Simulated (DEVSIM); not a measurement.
System: illuminated Si n-on-p cell, one wavelength, at 300 K.

Layer 1 from the left is Si, thickness (μm) 0.0820, Nd (cm⁻³) 1.3e18, τn (s) 2.1e-6, τp (s) 1.1e-6, absorption coefficient (cm⁻¹) 5800. Layer 2 from the left is Si, thickness (μm) 29.0, Na (cm⁻³) 8.5e15, τn (s) 8.2e-6, τp (s) 8.2e-6, absorption coefficient (cm⁻¹) 5800.

Left contact: ohmic, minority hole recombination velocity 300 cm/s. Right contact: ohmic, minority electron recombination velocity 8000 cm/s. Voltage is applied to the left contact. Recombination: SRH at mid-gap, radiative, Auger. Light enters at the left, 3.6e17 photons cm⁻² s⁻¹, one pass, no reflection. Mobility is μmin + (μ − μmin)/(1 + (N/Nref)^α).

The device is made up for the run: typed textbook-type constants, with dimensions and the other settings drawn at random. Values at 300 K.

Si: gap (eV) 1.124, affinity (eV) 4.05, permittivity 11.7, Nc (cm⁻³) 2.86e19, Nv (cm⁻³) 3.1e19, μn (cm²/Vs) 1417, μp (cm²/Vs) 470, μn,min 52, μp,min 45, Nref,n 9.7e16, Nref,p 2.2e17, αn 0.68, αp 0.72, B (cm³/s) 4.7e-15, Cn (cm⁶/s) 2.8e-31, Cp (cm⁶/s) 9.9e-32.

DEVSIM, 1D drift-diffusion, Boltzmann statistics, complete ionisation; no tunnelling, impact ionisation, image-force lowering or self-heating.

Task: What does the simulation give for the dark forward voltage at 1 A/cm², the largest field in the device at zero bias, the dark forward voltage at 100 A/cm²?

Result: dark forward voltage at 1 A/cm² 0.655 V; largest field in the device at zero bias 72000 V/cm; dark forward voltage at 100 A/cm² 0.802 V.
